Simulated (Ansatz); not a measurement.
Take GaAs in the zinc blende structure (space group F-43m, No. 216; a = 5.666 Å) as the base.

Now apply this change: a hydrostatic pressure of 18 GPa.

Levels (all Ansatz, an electronic-structure program, PAW, earlier PAW set): r2SCAN (500 eV, no SOC); HSE06+SOC (420 eV, spin-orbit coupling included).

The geometry is relaxed with r2SCAN.

```
Property                                   Result
----------------------------  -------------------
r2SCAN valence-band top at Γ  0.00, 0.00, 0.00 eV
r2SCAN band gap                           1.41 eV
```

Task: What does HSE06+SOC give at this geometry for the valence-band top at Γ and band gap?

Result: The valence-band top at Γ (three highest Kramers pairs, from the VBM) goes from 0.00, 0.00, 0.00 eV to 0.00, 0.00, -0.39 eV; the band gap grows by 0.164 eV (1.41 eV → 1.58 eV). The threefold valence maximum splits by Δso ≈ 0.39 eV.

Single points use the geometry relaxed with r2SCAN. Their cutoffs differ, which shifts pressures a little. The hybrid gap comes from the SCF mesh plus the semilocal run's edge points and a few special points and is an upper bound. The spin-orbit shifts are approximate. Load acts through the strain it causes; cell and atoms are relaxed under it. Stability against distortions was not tested. Measured, GaAs leaves this structure (for a Cmcm phase) near 15 GPa (room temperature; as listed in arXiv:1906.07825).
